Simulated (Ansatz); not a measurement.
Take Ti in the hcp (Mg type) structure (space group P6_3/mmc, No. 194; relaxed with 0.1 eV smearing) as the base.

```
Ti
1.0
    2.90164     0.00000     0.00000
   -1.45082     2.51289     0.00000
    0.00000     0.00000     4.59296
Ti
2
Direct
  0.66667   0.33333   0.75000
  0.33333   0.66667   0.25000
```

Cartesian axes are those of the cell as printed.

Computed with PBEsol (Ansatz, a program for electronic structure), spin-orbit coupling left out.

Now apply this change: an isotropic linear strain of +2.50 %; the atoms relax in the strained cell.

### Question
Predict the stress tensor and what it implies for the stiffness.

### Answer
Stress of the strained cell less that of the base (GPa, compression positive):
```
   -7.6     0.0     0.0
    0.0    -7.6     0.0
    0.0     0.0    -7.8
```

Then B = −ΔP/(ΔV/V₀) with ΔV/V₀ = 0.0769 gives secant stiffness values (nonlinear terms included at this strain): B (at held cell shape, above the free-shape value) ≈ 100 GPa.

As a check, the harmonic strain energy −½ V₀ Δσ:ε is 30 meV/atom; the computed energy rise is 33 meV/atom.

No phonon test of stability was made. The final runs are not spin-polarised.
